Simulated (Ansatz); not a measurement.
CdTe, response to strain

Base system: CdTe in the rock salt structure (space group Fm-3m, No. 225; a = 6.0005 Å; relaxed with 0.1 eV smearing). Axes: x, y, z lie along the cube axes.

Strains are applied to the cell and any free atomic positions relax; under biaxial strain the out-of-plane vector relaxes too.

Computed with PBEsol (Ansatz, a first-principles code), no SOC.

Notes on the quantities. pressure: mean of the normal stresses, compression positive; energy relative to the base: free energy F.

```tsv
variant	pressure	space group	volume per atom	energy relative to the base
base	0.0 GPa	Fm-3m (No. 225)	27.01 Å³	0 meV/atom
biaxial strain +3.35 %, plane normal [001], relaxed out of plane	-2.1 GPa	I4/mmm (No. 139)	28.31 Å³	+19 meV/atom
biaxial strain −0.18 %, plane normal [110], relaxed out of plane	0.1 GPa	Immm (No. 71)	26.96 Å³	0.0 meV/atom
isotropic strain −2.95 %	6.3 GPa	Fm-3m (No. 225)	24.69 Å³	+42 meV/atom
isotropic strain −2.30 %	4.6 GPa	Fm-3m (No. 225)	25.19 Å³	+25 meV/atom
uniaxial strain ε_yy = +5.32 %	-2.3 GPa	I4/mmm (No. 139)	28.44 Å³	+19 meV/atom
tensor shear ε_xy = +0.38 %	0.0 GPa	Immm (No. 71)	27.01 Å³	+0.1 meV/atom
```

Whether these cells are dynamically stable was not tested. The final runs are not spin-polarised. This is not the structure that CdTe has at room temperature and ambient pressure.
